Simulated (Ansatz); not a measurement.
## Pressure series in BP

Base system: BP in the zinc blende structure (space group F-43m, No. 216; a = 4.5483 Å).

Cell and atoms are relaxed at each pressure.

All numbers come from PBE, PAW, 420 eV (Ansatz, a first-principles code; scalar-relativistic without spin-orbit coupling), earlier PAW set.

Notes on the quantities. enthalpy: H = E + PV relative to the base's energy; hole mass: degenerate bands, along [100].

| variant | lattice parameter a | enthalpy | hole mass |
|---|---|---|---|
| base | 4.548 Å | – | 0.26, 0.26, 0.33 mₑ (at Γ) |
| pressure −2 GPa | 4.567 Å | -0.15 eV/atom | 0.26, 0.26, 0.33 mₑ (at Γ) |
| pressure −1 GPa | 4.558 Å | -0.07 eV/atom | 0.26, 0.26, 0.33 mₑ (at Γ) |
| pressure 1.8 GPa | 4.532 Å | +0.13 eV/atom | 0.26, 0.26, 0.34 mₑ (at Γ) |
| pressure 4.2 GPa | 4.511 Å | +0.30 eV/atom | 0.25, 0.25, 0.35 mₑ (at Γ) |
| pressure 9 GPa | 4.472 Å | +0.64 eV/atom | 0.25, 0.25, 0.36 mₑ (at Γ) |
| pressure 18 GPa | 4.409 Å | +1.26 eV/atom | 0.25, 0.25, 0.38 mₑ (at Γ) |
| pressure 30 GPa | 4.338 Å | +2.04 eV/atom | 0.24, 0.24, 0.41 mₑ (at Γ) |
| pressure 45 GPa | 4.264 Å | +2.97 eV/atom | 0.24, 0.24, 0.44 mₑ (at Γ) |
| pressure 60 GPa | 4.202 Å | +3.86 eV/atom | 0.24, 0.24, 0.47 mₑ (at Γ) |

The levels and masses belong to the bands next to the band gap. Load acts through the strain it causes; cell and atoms are relaxed under it. Effective masses come from finite differences of ±0.01 Å⁻¹. Stability against distortions was not tested. Competing high-pressure phases were not computed.
